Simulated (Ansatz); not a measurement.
Worked example: dielectric-response calculation of PbS (R3m, 2 atoms in the cell) in Ansatz (a program for electronic structure).

Method of the run: LDA (PW92), default PAW files made with PBE (plane waves; Ansatz).

```
CELL_PARAMETERS angstrom
      2.11900     1.22340     3.46227
     -2.11900     1.22340     3.46227
      0.00000    -2.44681     3.46227
ATOMIC_POSITIONS crystal
  Pb 0.98057 0.98057 0.98057
  S  0.47504 0.47504 0.47504
```

Reference input (self-consistent single point, DFT, LDA (PW92), plane waves, default PAW files made with PBE): basis.ecutwfc = 420 eV; kpoints.mp_grid.grid = 7 7 7; hamiltonian.xc = lda; hamiltonian.pseudopotentials = {kind: paw} (the program's default PAW files); scf.occupations.method = fermi_dirac; scf.occupations.width = 0.05 eV. This run's input differs from it in these lines:

Ansatz 0.2 input:
```diff
@@ -13,3 +13,3 @@
   mp_grid:
-    grid: [7, 7, 7]
+    grid: [14, 14, 14]
 hamiltonian:
@@ -20,8 +20,5 @@
   occupations:
-    method: fermi_dirac
-    width: 0.05
-output:
-  forces: true
-  eigenvalues: true
-  stress: true
+    method: fixed
+dielectric:
+  field_mesh: kpoints
```

Output (repeated stretches shortened):

```
SCF iter   1: F=—  HF=-12472.908680 eV  |F-HF|=—  |Δ(HF+E_count)|=         —  Δρ=5.48e-3  dr2=2.29e-2  ethr=1.77e-3  ⟨swp⟩=5.0  Hψ=51088  notcnv=0  defer=1344
all-band conjugate gradients solve this SCF's bands
preconditioner: auto → none
SCF iter   2: F=—  HF=-12472.901281 eV  |F-HF|=—  |Δ(HF+E_count)|=   7.40e-3  Δρ=2.68e-3  dr2=4.08e-3  ethr=1.15e-4  ⟨swp⟩=2.3  Hψ=20075  notcnv=0  defer=1461
   [... lines left out ...]
SCF iter   5: F=—  HF=-12472.899926 eV  |F-HF|=—  |Δ(HF+E_count)|=   1.09e-5  Δρ=4.56e-5  dr2=8.75e-7  ethr=1.84e-7  ⟨swp⟩=1.0  Hψ=10416  notcnv=0  defer=214
SCF iter   6: F=—  HF=-12472.899926 eV  |F-HF|=—  |Δ(HF+E_count)|=   1.36e-7  Δρ=7.22e-6  dr2=1.61e-8  ethr=4.38e-9  ⟨swp⟩=2.9  Hψ=17992  notcnv=0  defer=25
SCF iter   7: F=—  HF=-12472.899926 eV  |F-HF|=—  |Δ(HF+E_count)|=  7.48e-10  Δρ=1.42e-6  dr2=9.93e-10  ethr=8.03e-11  ⟨swp⟩=2.0  Hψ=17686  notcnv=0  defer=25
SCF iter   8: F=-12472.899926 eV  HF=-12472.899926 eV  |F-HF|=4.73e-11  |Δ(HF+E_count)|=  2.49e-10  Δρ=4.78e-7  dr2=7.76e-11  ethr=1.00e-12  ⟨swp⟩=4.8  Hψ=45710  notcnv=0
SCF 1 converged in 8 iterations: F = -12472.899926 eV  dr2 = 7.76e-11
DFPT response loops at Γ: preconditioner auto → none (the input reference at scf.mixing.eps_inf says where Resta's filter doesn't serve); β = 0.50 …
   [... lines left out ...]
WARN: field response: the 14×14×14 k-mesh looks too coarse for the field response at k = (0.0000, 0.0000, -0.5000), direct gap 0.355 eV …
Free energy (F): -12472.899926 eV
Fermi energy:    7.584787 eV
   [... lines left out ...]
         0.00000    4.45336   -0.00000
         0.00000   -0.00000    4.43508
    site 1:
        -4.45336    0.00000    0.00000
         0.00000   -4.45336    0.00000
         0.00000    0.00000   -4.43508
  Z* charge neutrality: 7.525e-6 e pre-enforcement
  k-mesh period / interband length: 59.4 Å / 4.97 Å = 11.95 at k = (0.0000, 0.0000, -0.5000), direct gap 0.355 eV — UNDER 14: by this measure the k-mesh is too coarse for the response
```

The run converged in 8 iterations. 

Summary of the result:
```
Item                                                                                                 Value
----------------------------------------------------------------------------------------  ----------------
Free energy E − TS (on the zero of these files)                                             -12472.8999 eV
Top of the valence band (on the code's own zero)                                                   7.58 eV
Gap on the k-point mesh                                                                            0.35 eV
ε∞ at this k-point mesh, which may be far from converged in small-gap cells (xx, yy, zz)  17.8, 17.8, 17.6
Born charges at this mesh (mean of the diagonal, e)                                       Pb 4.45, S -4.45
```

The starting cell comes from a database of computed structures (which also holds hypothetical and non-ambient phases and stackings), without a prior relaxation at this level. Its lattice was rescaled by up to half a per cent. Spin-orbit coupling is off.

Cost on one core of a shared machine: roughly 5 min.
